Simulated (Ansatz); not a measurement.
**Ansatz (an electronic-structure program) run on CsNbN₂ (Fd-3m, 8 atoms in the cell): self-consistent single point**

Level of theory: LDA (PW92), default PAW files made with PBE (plane waves; Ansatz).

Input as run:

Ansatz 0.2 input:
```yaml
# CsNbN2
crystal:
  lattice:
    - [0.000000, 4.467717, 4.467717]
    - [4.467717, 0.000000, 4.467717]
    - [4.467717, 4.467717, 0.000000]
  atoms:
    - { symbol: Cs, position: [0.250000, 0.250000, 0.250000] }
    - { symbol: Cs, position: [0.000000, 0.000000, 0.000000] }
    - { symbol: Nb, position: [0.750000, 0.750000, 0.750000] }
    - { symbol: Nb, position: [0.500000, 0.500000, 0.500000] }
    - { symbol: N, position: [0.625000, 0.625000, 0.625000] }
    - { symbol: N, position: [0.125000, 0.625000, 0.625000] }
    - { symbol: N, position: [0.625000, 0.625000, 0.125000] }
    - { symbol: N, position: [0.625000, 0.125000, 0.625000] }
basis:
  ecutwfc: 30.9 Ry
kpoints:
  mp_grid: { grid: [5, 5, 5] }
hamiltonian:
  xc: lda
  pseudopotentials: { kind: paw }
scf:
  occupations: { method: fermi_dirac, width: 0.0015 Ry }
output:
  forces: true
  eigenvalues: true
  stress: true
```

Output, abridged:

```
WARN ansatz: RAYON_NUM_THREADS=1 ignored (pool sized by the plan → 1); use --threads N
Pseudopotentials: kind: paw
Pseudopotential: Cs, paw, valence charge 9
Pseudopotential: Nb, paw, valence charge 13
Pseudopotential: N, paw, valence charge 5
Crystal: 8 atoms, lattice volume = 178.356 Å³
Basis set: ecut = 420.4159175005146 eV, 3479 PW (Γ)
Bands: 40, of which v1, the nominal top of the filled ones, is band 32 counted from 1 (31 counted from 0)
Symmetry: 48 space group operations
Space group: Fd-3m (ITA 227), of the structure as read, at distance tolerance 5.6e-5 Å
k-points: 10 of 125
PAW frozen core: Cs, regenerated for the run's functional, and the local potential with it
PAW frozen core: Nb, regenerated for the run's functional, and the local potential with it
PAW frozen core: N, regenerated for the run's functional, and the local potential with it
Initial density: superposition of atomic densities (neutral atoms: chi_scale 0, normalization atom), corrected by the library's trained network
Initial wavefunctions: pseudopotential atomic-orbital guess
Eigensolver: davidson
Functional: x = slater, c = lda
SCF iter   1: F=—  HF=-21397.275047 eV  |F-HF|=—  |Δ(HF+E_count)|=         —  Δρ=6.32e-3  dr2=6.50e-2  ethr=1.77e-3  ⟨swp⟩=9.7  Hψ=1988  notcnv=0  defer=1
all-band conjugate gradients solve this SCF's bands
preconditioner: auto → Resta (q_TF=auto, 2.300 Å⁻¹)
SCF iter   2: F=—  HF=-21397.263824 eV  |F-HF|=—  |Δ(HF+E_count)|=   1.12e-2  Δρ=3.19e-3  dr2=1.41e-2  ethr=1.01e-4  ⟨swp⟩=2.4  Hψ=767  notcnv=0  defer=15
SCF iter   3: F=—  HF=-21397.261053 eV  |F-HF|=—  |Δ(HF+E_count)|=   2.77e-3  Δρ=1.74e-3  dr2=4.81e-3  ethr=2.20e-5  ⟨swp⟩=2.0  Hψ=587  notcnv=0  defer=16
SCF iter   4: F=—  HF=-21397.259808 eV  |F-HF|=—  |Δ(HF+E_count)|=   1.25e-3  Δρ=2.48e-4  dr2=1.45e-4  ethr=7.51e-6  ⟨swp⟩=2.9  Hψ=595  notcnv=0  defer=16
SCF iter   5: F=—  HF=-21397.259800 eV  |F-HF|=—  |Δ(HF+E_count)|=   7.80e-6  Δρ=5.84e-5  dr2=6.00e-6  ethr=2.27e-7  ⟨swp⟩=2.0  Hψ=595  notcnv=0  defer=16
SCF iter   6: F=—  HF=-21397.259918 eV  |F-HF|=—  |Δ(HF+E_count)|=   1.18e-4  Δρ=1.63e-5  dr2=6.29e-7  ethr=9.38e-9  ⟨swp⟩=2.6  Hψ=662  notcnv=0  defer=16
SCF iter   7: F=-21397.259918 eV  HF=-21397.259918 eV  |F-HF|=2.97e-9  |Δ(HF+E_count)|=   5.33e-8  Δρ=3.50e-6  dr2=2.31e-8  ethr=1.56e-10  ⟨swp⟩=11.3  Hψ=1685  notcnv=0
SCF 1 converged in 7 iterations: F = -21397.259918 eV  dr2 = 2.31e-8
SCF converged after 7 iterations
Free energy (F): -21397.259918 eV
Harris-Foulkes:  -21397.259918 eV  (|F-HF|=2.97e-9)
Internal energy: -21397.259918 eV  (E = F + TS)
E sigma→0 (E₀):  -21397.259918 eV
Fermi energy:    7.775542 eV
--- Per-component energies (eV) ---
  E_band       = -473.940836
  E_kinetic    = 1587.784608
  E_local      = -4433.859193  (includes V_loc(G=0)·N_el)
  E_nonlocal   = 497.209833
  E_hartree    = 1599.400409
  E_xc         = -929.279810
  E_vxc        = -978.386761  (∫ρ·V_xc dr)
  E_paw        = -16205.411473  (= ΣΔE_a)
  E_vpaw       = -345.490071  (= ΣTr[D̂ρ^β])
  E_aug_tail   = 0.000375  (compensation charges beyond the density's cutoff)
  E_ewald      = -3514.817343
  E_core_change = 1.712677  (= ΣΔE_core)
  E_smearing   = -0.000000  (= −TS)
  E_closure    = -0.000000  (closes the sum)
  Σ components = -21397.259918   (vs F -21397.259918, Δ=0.00e0)
--- Forces (eV/Å), atoms counted from 1 ---
  atom   1  Cs     0.00000000    -0.00000000    -0.00000000
   [... zero for the other atoms too ...]
  max |Σ_I F_I| component: 3.47e-17 eV/Å
--- Stress (GPa, compression-positive) ---
       -4.607852       0.000000      -0.000000
       -0.000000      -4.607852      -0.000000
       -0.000000       0.000000      -4.607852
  P = ⅓ Tr σ = -4.6079 GPa (-46.079 kbar)
  The stress holds the Pulay correction. Without it, at fixed plane waves, as pw.x and ABINIT print it: P = -4.8703 GPa
--- Band table (eV; the first three rows and the last of 10) ---
  k-point 0: bands = ["-47.1091", "-47.1046", "-23.4595", "-23.4595", "-23.4595", "-23.3903", "-23.3903", "-23.3903", "-14.8673", "-14.5998", "-5.5512", "-4.7324", "-4.7324", "-4.7324", "-1.8269", "-1.8269", "-1.8269", "-1.2870", "-1.2870", [...]
  k-point 1: bands = ["-47.1088", "-47.1049", "-23.4610", "-23.4610", "-23.4568", "-23.3932", "-23.3888", "-23.3888", "-14.8485", "-14.6187", "-5.5176", "-4.7940", "-4.7308", "-4.7308", "-1.8810", "-1.8810", "-1.8384", "-1.2370", "-1.2370", [...]
  k-point 2: bands = ["-47.1081", "-47.1055", "-23.4633", "-23.4633", "-23.4519", "-23.3984", "-23.3864", "-23.3864", "-14.8088", "-14.6585", "-5.4432", "-4.9176", "-4.7280", "-4.7280", "-1.9566", "-1.9566", "-1.7529", "-1.1963", "-1.1667", [...]
  k-point 9: bands = ["-47.1074", "-47.1063", "-23.4680", "-23.4666", "-23.4352", "-23.4151", "-23.3832", "-23.3818", "-14.7669", "-14.7007", "-5.3094", "-5.0746", "-4.7333", "-4.7320", "-1.9879", "-1.9533", "-1.6796", "-1.4250", "-1.0686", [...]
```

The run converged in 7 iterations.

The starting cell comes from a database of computed structures (which also holds hypothetical and non-ambient phases and stackings), without a prior relaxation at this level. Its lattice was rescaled by up to half a per cent. With a pressure of about -5 GPa the cell is away from its equilibrium volume at this level. Ansatz's pressure includes its estimate of the finite-basis (Pulay) stress.
